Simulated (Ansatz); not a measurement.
# A computed series for Rh2Si: pressure series

Start from Rh$_{2}$Si (space group Pnma, No. 62; a cell from a computed database, its experimental status unchecked).

```
CELL_PARAMETERS angstrom
      5.36365     0.00000     0.00000
      0.00000     3.92170     0.00000
      0.00000     0.00000     7.39074
ATOMIC_POSITIONS crystal
  Si 0.28269 0.25000 0.89512
  Si 0.71731 0.75000 0.10488
  Si 0.21731 0.75000 0.39512
  Si 0.78269 0.25000 0.60488
  Rh 0.52635 0.75000 0.79965
  Rh 0.47365 0.25000 0.20035
  Rh 0.97365 0.25000 0.29965
  Rh 0.02635 0.75000 0.70035
  Rh 0.83847 0.25000 0.93015
  Rh 0.16153 0.75000 0.06985
  Rh 0.66153 0.75000 0.43015
  Rh 0.33847 0.25000 0.56985
```

Cell and atoms are relaxed at each pressure.

All numbers come from Kohn–Sham DFT with the PBEsol functional, run in Ansatz (a first-principles code) with PAW and 420 eV plane waves, without spin-orbit coupling.

```
P (GPa)  V (Å³/atom)
-------  -----------
-2.00         13.062
-1.00         13.008
0.30          12.940
0.70          12.920
1.50          12.879
3.00          12.805
5.00          12.711
7.50          12.599
10.00         12.492
```

**Question.** Fit a third-order Birch–Murnaghan equation of state.

**Answer.** Least squares on P(V) = (3B₀/2)[(V₀/V)^(7/3) − (V₀/V)^(5/3)]·[1 + (3/4)(B₀′ − 4)((V₀/V)^(2/3) − 1)] gives V₀ = 12.96 Å³/atom, B₀ = 250 GPa and B₀′ = 5.2.

Load acts through the strain it causes; cell and atoms are relaxed under it. No phonon test of stability was made. No other phases were tried under pressure. The final runs are not spin-polarised.
